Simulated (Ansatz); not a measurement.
# CdI2: energy against strain

CdI2 (1T layered, P-3m1, 32.611 Å³/atom at rest, c along z) under an equal strain ε in the (0001) plane with the normal axis free, as in a coherent film. PBEsol-D3(BJ) in Ansatz, a plane-wave DFT program (PAW, default set), 420 eV, 9×9×5 Γ-centred mesh, Fermi-Dirac smearing 0.05 eV; ions are relaxed within the symmetry of each cell.

Here s stands for strain and y for E less E0.

```
strain (%)  E less E0 (meV/atom)
----------  --------------------
-3.00                          ?
-1.50                       2.62
-1.00                       1.14
-0.50                       0.28
0.00                        0.00
0.50                        0.29
1.00                        1.12
1.50                        2.48
```

Question: Fit y against s with a parabola, and predict the withheld value at s = -3.00.

Answer: Least squares gives y = 0.000 - 0.0321·s + 1.1329·s². Residuals (row less fit): 0.023, -0.025, -0.019, 0.000, 0.023, 0.019, -0.021; standard error 0.027 (degrees of freedom: 4). Twice the quadratic coefficient over the volume, 2 × 1.1329 meV × 10⁴ × 0.1602 / 32.611 Å³, is twice the biaxial elastic modulus of this plane = 111 ± 1.1 GPa. At the withheld row, y = 0.000 - 0.0321 × (-3.0) + 1.1329 × (-3.0)² = 10.292 meV/atom. The calculation gives 10.96 meV/atom, 0.668 meV/atom above the prediction (6.1 % of the range of y in the table). The row lies outside the fitted rows, so this is an extrapolation. From the scatter of the fitted rows alone, a prediction at this place has a standard error of 0.102 meV/atom, so the miss is 6.5 times that.

One order more, fitted to all 13 runs of the series, follows each within 0.01, so the miss is the next term of a smooth law. Rows are the converged runs of the series near zero and its far end; series whose fitted rows scatter by over a few per cent of the range, as at a crossing or softening among them, aren't shown in this form. Most that stay on the fit to the last digits aren't either.
